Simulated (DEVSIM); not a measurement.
System: InP/In0.53Ga0.47As p-n heterojunction, at 300 K.

Layer 1 from the left is InP, thickness (μm) 0.640, Na (cm⁻³) 1.9e18, τn (s) 1.7e-10, τp (s) 5.7e-9. Layer 2 from the left is In0.53Ga0.47As, thickness (μm) 2.00, Nd (cm⁻³) 4.1e16, τn (s) 5.7e-9, τp (s) 5.7e-9.

Left contact: ohmic. Right contact: ohmic. Voltage is applied to the left contact. Recombination: SRH at mid-gap, radiative, Auger. Mobility is constant in doping.

The device is made up for the run: typed textbook-type constants, with dimensions and the other settings drawn at random. Values at 300 K.

InP: gap (eV) 1.344, affinity (eV) 4.38, permittivity 12.5, Nc (cm⁻³) 5.7e17, Nv (cm⁻³) 1.1e19, μn (cm²/Vs) 5200, μp (cm²/Vs) 170, B (cm³/s) 1.2e-10, Cn (cm⁶/s) 9e-31, Cp (cm⁶/s) 9e-31. In0.53Ga0.47As: gap (eV) 0.74, affinity (eV) 4.51, permittivity 13.9, Nc (cm⁻³) 2.1e17, Nv (cm⁻³) 7.7e18, μn (cm²/Vs) 12000, μp (cm²/Vs) 300, B (cm³/s) 9.6e-11, Cn (cm⁶/s) 5e-29, Cp (cm⁶/s) 5e-29.

Simulated with DEVSIM: 1D drift-diffusion, Boltzmann statistics, complete ionisation; no tunnelling, impact ionisation, image-force lowering or self-heating. Band offsets follow the typed affinities; no thermionic-emission limit at abrupt steps, no polarisation charge.

**Question.** What does the simulation give for the dark forward voltage at 1 A/cm², the dark forward voltage at 100 A/cm², the potential step across the device at zero bias?

**Answer.** dark forward voltage at 1 A/cm² 0.415 V; dark forward voltage at 100 A/cm² 0.626 V; potential step across the device at zero bias 1.126 V.
